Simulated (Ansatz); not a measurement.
Consider this model of amorphous Al28O44Hf.

```xyz
73
Lattice="9.6024 -0.0187 -0.2014 -0.0187 8.8039 0.0288 -0.2014 0.0288 9.4976" Properties=species:S:1:pos:R:3 pbc="T T T"
Al     8.0385     2.1642     4.1181
Al     5.0782     7.6015     6.5202
Al     4.8842     4.9228     6.3801
Al     3.8278     2.7978     1.5311
Al     0.0591     0.4199     3.0020
Al     2.6732     6.8273     0.4005
Al     5.4444     0.2982     3.9457
Al     2.9278     4.5711     3.8125
Al     1.0164     5.7468     6.8254
Al     8.0186     7.8816     5.2337
Al     0.6863     3.0649     2.1016
Al     8.2365     2.7434     9.0818
Al     0.4080     6.4565     3.1878
Al     5.6502     3.5660     4.1248
Al     1.3282     1.2654     9.4211
Al     7.4831     4.4764     1.8760
Al     2.6623     4.2118     8.5560
Al     5.1505     0.1656     1.1974
Al     7.6595     6.3105     7.7801
Al     2.6051     0.8114     3.5142
Al     7.7840     0.2813     8.3187
Al     0.3409     5.4343     0.5687
Al     2.7628     7.0759     4.6811
Al     8.1226     4.7270     5.1839
Al     1.1178     2.6129     6.0321
Al     4.6952     5.7652     1.8103
Al     7.3737     7.4442     1.3714
Al     2.2924     8.7108     7.3228
O      2.8096     2.5836    -0.0484
O      7.2417     3.5879     0.4090
O      6.2709     8.5480     2.5058
O      8.5944     6.3682     4.4553
O      7.3866     3.9140     3.5622
O      1.4203     1.4204     7.3408
O      1.4308     5.7735     8.6487
O      1.5492     5.5705     4.4887
O      4.2349     7.4698     1.0401
O      9.0991     1.1528     9.0820
O      8.8992     7.7445     2.1680
O      1.3998     1.2255     1.8462
O      1.7642     4.0869     6.8887
O      9.0377     3.1186     5.3283
O      6.2120     1.8629     4.3721
O      3.7454     6.0991     3.3221
O      0.3561     3.5803     0.2808
O      8.9014     2.0722     2.5304
O      2.3633     3.6004     2.4412
O      9.3010     4.8252     2.1124
O      7.0569     1.8850     7.8063
O      6.4985     5.9581     1.7997
O      5.1237     1.7632     0.3962
O      8.1434     7.9422     7.0718
O      3.7718     8.6513     4.6071
O      2.0280     8.4417     9.0696
O      3.9139     6.3783     6.0073
O      6.2338     8.0831     5.2627
O      4.0529     1.2117     2.4954
O      4.0879     3.8794     4.9718
O      6.7609     8.4545    -0.0034
O      8.8190     5.3452     6.8124
O      1.6536     7.3888     6.3540
O      4.9823     3.9039     2.4123
O      4.2122     0.2209     7.2867
O      5.9295     6.2948     7.4332
O      8.4517     6.3111    -0.0745
O      1.4307     6.4135     1.5931
O      1.4620     8.1190     3.6763
O      6.4143     4.4082     5.6702
O      4.3287     3.8032     7.6933
O      1.7906     1.9845     4.5452
O      3.6887     5.1560     0.3880
O      8.6997     0.4888     4.4235
Hf     5.0622     1.9952     8.0042
```

Calculation: PBE, scalar-relativistic without spin-orbit coupling (plane waves to 420 eV, PAW; Ansatz, a program for electronic structure).

The cell was made by melting and quenching with the CHGNet potential and then relaxed with DFT. O atoms were pushed apart under 1.9 Å during the dynamics, to hinder bonds among them. The hot cell started wider than the set density and was brought back towards it in steps. It is the lowest in DFT energy of 2 quenches. It is a model cell: composition and starting density were chosen by hand, and all elements were melted together. No dispersion term was used. Its density started from a set value of 3.39 and ended at 3.39 g/cm³. The simulated quench (nominally 280 K/ps over its main leg) is rapid and tends to freeze in more defects than a deposited or slowly cooled glass has. Values belong to this one cell and scatter from quench to quench. The volume was held where the preparation left it and the shape relaxed, at a PBE pressure of -0.1 GPa (tension).

Bonds are counted up to Al-Al 2.66 Å, Al-O 2.26 Å, Al-Hf 3.00 Å, O-O 1.58 Å, O-Hf 2.65 Å, Hf-Hf 3.34 Å. Two cations that share two anions don't count as bonded, nor two that share one unless they lie closer than Al-Al 2.59 Å, Al-Hf 2.92 Å, Hf-Hf 3.25 Å.

**Question.** Give the coordination numbers, mean bond lengths and angles.

**Answer.** 
Mean coordination of Al by anions: 4.71 (10 with 4, 16 with 5, 2 with 6)
Mean coordination of O: 3.09 (2 with 2, 36 with 3, 6 with 4)
Mean coordination of Hf by anions: 4.00 (1 with 4)
Mean Al-O bond: 1.862 Å (spread 0.092 Å, 132 counted)
Mean O-Hf bond: 1.996 Å (spread 0.068 Å, 4 counted)
Bond angle at Al: mean 107.0°, spread 24.0°
Bond angle at O: mean 115.2°, spread 18.9°
Bond angle at Hf: mean 108.8°, spread 8.5°

**Question.** List the pairs of like atoms that count as bonded by the rules above.

**Answer.** There are none by these rules.
